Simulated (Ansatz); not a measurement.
Electron-phonon data for Rh3Pb2Se2 (R-3m)

Input:

```xyz
7
Lattice="2.8591 1.6507 4.8028 -2.8591 1.6507 4.8028 0.0000 -3.3014 4.8028" Properties=species:S:1:pos:R:3 pbc="T T T"
Rh     1.4295    -0.8253     4.8028
Rh     0.0000     1.6507     4.8028
Rh    -1.4295    -0.8253     4.8028
Pb     0.0000     0.0000     0.0000
Pb     0.0000     0.0000     7.2043
Se     0.0000     0.0000    11.3664
Se     0.0000     0.0000     3.0421
```

These are PBEsol, DFPT electron-phonon coupling, linearised Boltzmann equation (plane waves, PAW, scalar-relativistic; Ansatz, a quantum-chemistry and plane-wave program) values and carry that method's errors. How the cell was made: relaxed with this functional, without spin-orbit coupling.

- resistivity at 300 K: 65 (x), 65 (y), 76 (z) μΩ·cm
- resistivity at 77 K: 12.1 (x), 12.1 (y), 14.2 (z) μΩ·cm
- electron mean free path at 300 K (weighted by the current that each state carries): 3.5 (x), 3.5 (y), 3.7 (z) nm
- electron-phonon coupling λ: 0.44
- transport coupling λ_tr: 0.49 (x), 0.49 (y), 0.46 (z)
- logarithmic mean phonon energy: 11.1 meV
- density of states at the Fermi level: 1.59 states/(eV·spin·cell)
- Drude plasma energy: 3.0 (x), 3.0 (y), 2.6 (z) eV
- Tc for μ* = 0.10 (anisotropic Eliashberg): below 1 K
- Tc for μ* = 0.13 (anisotropic Eliashberg): below 1 K

A metal at this level (no band gap). Only scattering by harmonic phonons is included (no impurities, grain boundaries, electron-electron scattering or thermal expansion). Spin-orbit coupling is left out, which matters with elements this heavy. The run warned that the eigensolver left some states short of its tolerance. Halving the electron mesh (20x20x20) moves the resistivity by up to 2 % at 300 K, the mean free path by up to 4 %, the coupling by up to 2 %. Smearing 0.20 eV; phonons on a 3x3x3 q mesh, which this run doesn't test and which matters most at low temperature. Tc comes from the anisotropic Migdal-Eliashberg equations with μ*, a chosen number, referred to 14.8 meV.

Computed structure with no diffraction record at hand here (it may be known, metastable or hypothetical): Rh3Pb2Se2 (R-3m).
